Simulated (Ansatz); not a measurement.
Lattice constant a of AlC₆ (model structure, P6/mmm, No. 191, 7 atoms in the cell) at several levels of theory

No measured value is used here.

| level (code) | value (Å) |
|---|---|
| LDA (Ansatz) | 4.247 |
| PBE (Ansatz) | (withheld) |
| PBEsol (Ansatz) | 4.268 |
| PBE-D3(BJ) (Ansatz) | (withheld) |
| r²SCAN (Ansatz) | 4.244 |
| r²SCAN+rVV10 (Ansatz) | 4.245 |

Q: What belongs in the gaps?

A: 
- PBE (Ansatz, a first-principles code), value (Å): 4.264
- PBE-D3(BJ) (Ansatz), value (Å): 4.272

PBE-D3(BJ): a distance lies near a switch of the dispersion term, which can move the cell. Cutoffs differ between the levels. Ansatz's density-functional and Hartree–Fock values are scalar-relativistic unless marked +SOC, with PAW data made under PBE.

A model structure was made by putting elements into a prototype or built by hand; it is no filed structure, need not be a known phase, and can be a saddle point held by its symmetry.
